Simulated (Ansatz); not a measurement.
Levels about the gap of amorphous Hf18O34 (52 atoms in a cell of 673 Å³, 9.27 g/cm³; zone centre alone, so wide bands show as single levels with stretches between that a denser mesh fills), at the geometry that PBE relaxed, where it gives -0.9 GPa on a denser mesh. The participation number counts the atoms over which a state spreads; weights are charges in smoothed Voronoi cells. The levels come from a single point, so bond lengths are those of that geometry. Method of the levels: PBE, scalar-relativistic without spin-orbit coupling (Ansatz, a first-principles code). Sampling: the zone centre alone; Fermi-Dirac width 0.02 eV; no spin polarisation. The usual formal charges leave 4 electrons over, so the level spacing at the Fermi energy parts defect or band states and needn't be the band gap.

The cell was made by melting and quenching with the CHGNet potential and then relaxed with DFT. O atoms were pushed apart under 1.9 Å during the dynamics, to hinder bonds among them. The hot cell started wider than the set density and was brought back towards it in steps. It is the lowest in DFT energy of 4 quenches. It is a model cell: composition and starting density were chosen by hand, and all elements were melted together. No dispersion term was used. Its density started from a set value of 9.27 and ended at 9.27 g/cm³. Cooling (nominally 450 K/ps over its main leg) ran many orders faster than in experiment, which tends to leave more defects and strain. Values belong to this one cell and scatter from quench to quench. The volume was held where the preparation left it, at a PBE pressure of -0.9 GPa (tension). Stress components on the final sampling reach 3.1 GPa.

```tsv
E - E(highest filled), eV	filling	participation number	largest on	weight O	weight Hf
-3.48	filled	11.4	O, 3 neighbours	0.94	0.06
-3.39	filled	12.7	O, 3 neighbours	0.94	0.06
-3.34	filled	10.7	O, 2 neighbours	0.95	0.05
-3.32	filled	14.0	O, 3 neighbours	0.95	0.05
-3.21	filled	15.1	O, 3 neighbours	0.94	0.06
-0.58	filled	9.2	Hf, 7 neighbours	0.36	0.64
0.00	filled	6.7	Hf, 7 neighbours	0.35	0.65
0.66	empty	7.2	Hf, 6 neighbours	0.38	0.62
0.84	empty	25.4	Hf, 6 neighbours	0.40	0.60
1.07	empty	17.6	Hf, 5 neighbours	0.38	0.62
1.14	empty	27.8	Hf, 6 neighbours	0.41	0.59
1.18	empty	29.6	Hf, 6 neighbours	0.38	0.62
1.33	empty	24.9	Hf, 6 neighbours	0.38	0.62
1.40	empty	29.2	Hf, 7 neighbours	0.37	0.63
```

Most localised among these is the filled level at +0.00 eV, on a Hf atom, which has 7 neighbours (O 2.06 Å, O 2.26 Å, O 2.27 Å, O 2.31 Å, O 2.42 Å, Hf 2.92 Å, Hf 3.09 Å).
